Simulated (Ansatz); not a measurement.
**A series of runs on P (P3_121, 3 atoms in the cell)**

```
P
1.0
    3.93716     0.00000     0.00000
   -1.96858     3.40969     0.00000
    0.00000     0.00000     4.46685
P
3
Direct
  0.22540   0.00000   0.83333
  0.00000   0.22540   0.16667
  0.77460   0.77460   0.50000
```

Base run A: PBE in Ansatz (a first-principles code), self-consistent single point.

Its settings: kpoints.mp_grid.grid = 7 7 5; hamiltonian.xc = pbe; hamiltonian.pseudopotentials = {kind: paw} (the program's default PAW files); scf.occupations.method = gaussian; scf.occupations.width = 0.1 eV.

The starting cell was generated: these elements placed on a structure prototype, without a prior relaxation; it need not be a known phase or ordering of this composition. Ansatz's pressure includes its estimate of the finite-basis (Pulay) stress.

ΔF is the free energy per atom less that of run A. 

Run A gave: pressure (GPa) -0.38; largest force (eV/Å) 0.867; TS (meV/atom) 3.1; k-points 32.

Runs:
- B: kpoints.mp_grid.grid, scf.occupations.width = 4 4 3, 0.03 eV
- C: kpoints.mp_grid.grid, scf.occupations.width = 4 4 3, 0.1 eV
- D: kpoints.mp_grid.grid, scf.occupations.width = 4 4 3, 0.3 eV
- E: kpoints.mp_grid.grid, scf.occupations.width = 5 5 4, 0.03 eV
- F: kpoints.mp_grid.grid, scf.occupations.width = 5 5 4, 0.1 eV
- G: kpoints.mp_grid.grid, scf.occupations.width = 5 5 4, 0.3 eV
- H: kpoints.mp_grid.grid, scf.occupations.width = 7 7 5, 0.03 eV
- I: kpoints.mp_grid.grid, scf.occupations.width = 7 7 5, 0.3 eV
- J: kpoints.mp_grid.grid, scf.occupations.width = 8 8 6, 0.03 eV
- K: kpoints.mp_grid.grid, scf.occupations.width = 8 8 6, 0.1 eV
- L: kpoints.mp_grid.grid, scf.occupations.width = 8 8 6, 0.3 eV

Task: What does run K change against A?

Result: The free energy falls by 1.6 meV/atom, the pressure goes from -0.38 to -0.19 GPa and the largest force goes from 0.867 to 0.830 eV/Å.

| run | ΔF (meV/atom) | pressure (GPa) | largest force (eV/Å) | TS (meV/atom) | k-points |
|---|---|---|---|---|---|
| A | 0.00 | -0.38 | 0.867 | 3.1 | 32 |
| B | 1.89 | -0.12 | 0.790 | 0.9 | 9 |
| C | -0.88 | -0.08 | 0.759 | 5.0 | 9 |
| D | -21.2 | -0.07 | 0.742 | 43.8 | 9 |
| E | -16.0 | -0.55 | 0.660 | 0.3 | 17 |
| F | -17.6 | -0.56 | 0.692 | 3.9 | 17 |
| G | -34.4 | -0.44 | 0.712 | 36.6 | 17 |
| H | 1.28 | -0.41 | 0.895 | 0.2 | 32 |
| I | -15.9 | -0.17 | 0.824 | 38.1 | 32 |
| J | 1.44 | -0.20 | 0.832 | 0.8 | 50 |
| K | -1.59 | -0.19 | 0.830 | 5.8 | 50 |
| L | -20.2 | -0.08 | 0.803 | 38.0 | 50 |

Keys are those of Ansatz 0.2.
